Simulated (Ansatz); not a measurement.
Ca: 5 layers

Base system: Ca in the fcc (Cu type) structure (space group Fm-3m, No. 225; a = 5.5685 Å). Axes: x, y, z lie along the cube axes.

One thing is altered: a free-standing slab of 5 layers (5 atoms, 1 a layer) is cut normal to [111], with 15 Å of vacuum and the in-plane cell held at bulk.

All numbers come from r2SCAN, PAW, 500 eV (Ansatz, a program for electronic structure; no spin-orbit coupling). k-mesh 14×14×1 (Γ-centred); smearing 0.05 eV (Fermi–Dirac), for the changed cell.

The band gap is still zero and the excess energy per area of both faces (slab less bulk energy over the cell's area: twice a surface energy) comes out as 1.01 J/m² (uncertain by up to 0.06 J/m²). The thickness between the outermost nuclei is 12.72 Å and the change of the spacing d23 from its bulk value of 3.215 Å is +0.1 %.

Final structure:

```xyz
5
Lattice="3.9375 0.0000 0.0000 1.9687 3.4100 0.0000 0.0000 0.0000 27.8598" Properties=species:S:1:pos:R:3 pbc="T T T"
Ca     0.9844    -0.5683     7.5710
Ca     2.9531    -1.7050    10.7131
Ca     4.9219    -2.8416    13.9299
Ca     6.8906    -3.9783    17.1467
Ca     8.8594    -5.1150    20.2888
```

Cost of the whole job for the changed cell (relaxation, final SCF and bands): around 4 core-minutes (rough).

The excess energy carries the mismatch between the slab's and the bulk's meshes. Whether these cells are dynamically stable was not tested.
